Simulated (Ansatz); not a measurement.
## W under a change: W → Cr

The parent structure is W in the bcc (W type) structure (space group Im-3m, No. 229; a = 3.154 Å).

The change: every W is replaced by Cr; the structure is relaxed again.

Calculations: PBEsol/PAW in Ansatz (a first-principles code), without spin-orbit coupling, earlier PAW set. Γ-centred 23×23×23 mesh, Fermi–Dirac width 0.05 eV, for the changed cell.

The volume per atom drops by 4.550 Å³ (15.69 Å³ → 11.15 Å³) and the density falls by 11.70 g/cm³, from 19.45 g/cm³ to 7.75 g/cm³. The lattice parameter a shrinks by 0.643 bohr (5.961 bohr → 5.318 bohr) and the space group is still Im-3m (No. 229). The shortest interatomic distance falls by 0.5567 bohr, from 5.162 bohr to 4.606 bohr and the band gap is still zero.

Final structure:

```
Cr
1.0
   -1.40716     1.40716     1.40716
    1.40716    -1.40716     1.40716
    1.40716     1.40716    -1.40716
Cr
1
Direct
  0.00000   0.00000   0.00000
```

Cost of the whole job for the changed cell (relaxation, final SCF and bands): around 30 core-seconds (rough).

No phonon test of stability was made. Seeded moments were not kept for W → Cr. All final runs are without spin polarisation. Real Cr is antiferromagnetic at low temperature and ambient pressure, an order that this cell doesn't hold.
